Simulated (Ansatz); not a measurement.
How far PBE and PBEsol part for hypothetical rock salt BAs, uniaxial stress, 8 GPa tension along x

Base system: BAs in the rock salt structure (space group Fm-3m, No. 225; a = 4.614 Å; a hypothetical phase, not in the database extracts checked; relaxed with 0.1 eV smearing). Axes: x, y, z lie along the cube axes.

(Cell as relaxed with PBE.)

Levels (all Ansatz, a first-principles code, PAW): PBE (420 eV, spin-orbit coupling left out); PBEsol (420 eV, scalar-relativistic without spin-orbit coupling).

Each level relaxes its own structure.

| base | PBE | PBEsol |
|---|---|---|
| volume per atom | 12.28 Å³ | 11.92 Å³ |
| lattice parameter a | 4.614 Å | 4.569 Å |
| band gap | zero | zero |

Modification: uniaxial stress, 8 GPa tension along x; all other stress components relax to zero.

| quantity | PBE | PBEsol |
|---|---|---|
| energy relative to the base (free energy F) | +27 meV/atom | +22 meV/atom |
| shortest interatomic distance | 2.256 Å | 2.241 Å |
| band gap | zero | zero |

PBE's energy relative to the base lies 5.3 meV/atom above PBEsol's; PBE's shortest interatomic distance lies 0.015 Å above PBEsol's (0.7 %); the two agree on the band gap. Neither level is exact; PBEsol is the comparison here, not a measurement.

Load acts through the strain it causes; cell and atoms are relaxed under it. Beyond what the load breaks, stability against distortions was not tested. The final runs are not spin-polarised.
